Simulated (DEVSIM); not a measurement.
System: illuminated GaAs p-on-n cell, one wavelength, at 300 K.

Layer 1 from the left is GaAs, thickness (μm) 0.320, Na (cm⁻³) 6.8e17, τn (s) 1.7e-9, τp (s) 3.2e-10, absorption coefficient (cm⁻¹) 23000. Layer 2 from the left is GaAs, thickness (μm) 3.00, Nd (cm⁻³) 2e16, τn (s) 1.4e-8, τp (s) 1.4e-8, absorption coefficient (cm⁻¹) 23000.

Left contact: ohmic, minority electron recombination velocity 400 cm/s. Right contact: ohmic, minority hole recombination velocity 4e5 cm/s. Voltage is applied to the left contact. Recombination: SRH at mid-gap, radiative, Auger. Light enters at the left, 9.5e17 photons cm⁻² s⁻¹, one pass, no reflection. Mobility is constant in doping.

The device is made up for the run: typed textbook-type constants, with dimensions and the other settings drawn at random. Values at 300 K.

GaAs: gap (eV) 1.424, affinity (eV) 4.07, permittivity 12.9, Nc (cm⁻³) 4.7e17, Nv (cm⁻³) 9e18, μn (cm²/Vs) 8500, μp (cm²/Vs) 400, B (cm³/s) 2e-10, Cn (cm⁶/s) 1e-30, Cp (cm⁶/s) 1e-30.

Simulated with DEVSIM: 1D drift-diffusion, Boltzmann statistics, complete ionisation; no tunnelling, impact ionisation, image-force lowering or self-heating.

Dark forward current:

| |V| (V) | |J| (A/cm²) |
|---|---|
| 0.05 | 3.477e-11 |
| 0.10 | 1.210e-10 |
| 0.15 | 3.500e-10 |
| 0.20 | 9.677e-10 |
| 0.25 | 2.639e-9 |
| 0.30 | 7.174e-9 |
| 0.35 | 1.949e-8 |
| 0.40 | 5.306e-8 |
| 0.45 | 1.447e-7 |
| 0.50 | 3.961e-7 |
| 0.55 | 1.089e-6 |
| 0.60 | 3.013e-6 |
| 0.65 | 8.429e-6 |
| 0.70 | 2.408e-5 |
| 0.75 | 7.167e-5 |
| 0.80 | 0.0002310 |
| 0.85 | 0.0008530 |
| 0.90 | 0.003779 |
| 0.95 | 0.01999 |
| 1.00 | 0.1199 |
| 1.05 | 0.7687 |
| 1.10 | 5.005 |
| 1.15 | 30.27 |
| 1.20 | 147.8 |
| 1.25 | 571.4 |
| 1.30 | 1914 |

**Question.** Work out the local ideality factor n = ΔV / (kT/q · ln(J2/J1)) between the rows 0.15 and 0.20 V, 1.05 and 1.10 V, 1.25 and 1.30 V.

**Answer.** kT/q = 25.85 mV. From 0.15 to 0.20 V: ln(9.677e-10/3.500e-10) = 1.017, n = 1.90, near the 2 of recombination in the depletion region. From 1.05 to 1.10 V: ln(5.005/0.7687) = 1.873, n = 1.03, near the 1 of diffusion or emission over a barrier. From 1.25 to 1.30 V: ln(1914/571.4) = 1.209, n = 1.60; the layers' resistance at their doping, Σ W/(qμN) = 1.2e-5 Ω cm², would take 16 mV of this step of 50 mV.

**Question.** What current could the absorbed light give at most, and what share is collected?

**Answer.** Σ αd = 7.64, so qΦ(1 − exp(−Σ αd)) = 152 mA/cm². The simulated short-circuit current is 145.8 mA/cm², a share of 0.96.

**Question.** Estimate the open-circuit voltage by superposition: the voltage at which the dark current equals that short-circuit current.

**Answer.** Interpolating ln J in the table gives 1.005 V. The simulation gives 1.005 V, the same within the digits that matter. Superposition holds where collection doesn't change with voltage.

**Question.** Estimate the fill factor from FF0 = (v − ln(v + 0.72))/(v + 1), v = qVoc/(nkT), with n from the dark curve.

**Answer.** The rows about Voc, 1.00 and 1.05 V, give n = 1.04, so v = 37.3 and FF0 = 0.879. The simulation gives 0.860; the estimate lies 2.2 % above.
